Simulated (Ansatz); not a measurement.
Results of r²SCAN+rVV10 (plane waves, PAW; Ansatz, a program for electronic structure) for NiO2 (R-3m, No. 166, 3 atoms in the cell; start mp-35925).

Settings: plane-wave cutoff 560 eV, 14×14×14 k mesh, Fermi–Dirac smearing 0.01 eV, no spin polarisation, scalar-relativistic PAW data made under PBE.

Cell (relaxed at this level):

```cif
data_NiO2
_chemical_formula_sum 'Ni1 O2'
_space_group_name_H-M_alt 'P 1'
_space_group_IT_number 1
_cell_length_a 5.05531
_cell_length_b 5.05531
_cell_length_c 5.05531
_cell_angle_alpha 31.761
_cell_angle_beta 31.761
_cell_angle_gamma 31.761
loop_
_space_group_symop_operation_xyz
  'x, y, z'
loop_
_atom_site_label
_atom_site_type_symbol
_atom_site_fract_x
_atom_site_fract_y
_atom_site_fract_z
_atom_site_occupancy
Ni1 Ni 0.00000 0.00000 0.00000 1
O1 O 0.60114 0.60114 0.60114 1
O2 O 0.39886 0.39886 0.39886 1
```

Question: What does this level give for the band gap and direct gap at Γ?

Answer: 
* **band gap**: 1.47 eV (on the SCF k mesh)
* **direct gap at Γ**: 3.33 eV

Note: the relaxation could not lower the start's symmetry, so the cell can be a saddle point above a distorted one.

The computed numbers hold no vibrational or temperature effects.

Cost on a shared machine: very roughly 6 core-minutes.

A start named mp-… is a Materials Project structure, which need not be a measured phase.
